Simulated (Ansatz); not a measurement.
The reference is BN in the zinc blende structure (space group F-43m, No. 216).

BN is taken in the cubic space group F-43m (No. 216), the zinc blende structure, Pearson symbol cF8. Cell: a = b = c = 3.6097 Å, α = β = γ = 90.00°. B on 4a sees 4 N at 1.563 Å (tetrahedral). N on 4d has 4 B at 1.563 Å (tetrahedral). (Neighbours: up to the widest gap in distance over summed covalent radii, below 1.35, at either atom.)
(The calculation used a cell of 2 atoms; values per cell refer to that cell.)

Calculations: Kohn–Sham DFT with the r2SCAN functional, run in Ansatz (a quantum-chemistry and plane-wave program) with PAW and 500 eV plane waves, no SOC.

For the base:

```
Property       Value
--------  ----------
Density   3.50 g/cm³
Band gap     5.00 eV
```

The change: a hydrostatic pressure of 22.5 GPa.

Question: Estimate the effect on the density.

Answer: The density goes up by 0.19 g/cm³, from 3.50 g/cm³ to 3.69 g/cm³.

Question: Estimate the effect on the band gap.

Answer: The band gap goes up by 0.07 eV, from 5.00 eV to 5.07 eV.

Load acts through the strain it causes; cell and atoms are relaxed under it. Stability against distortions was not tested. Competing high-pressure phases were not computed.
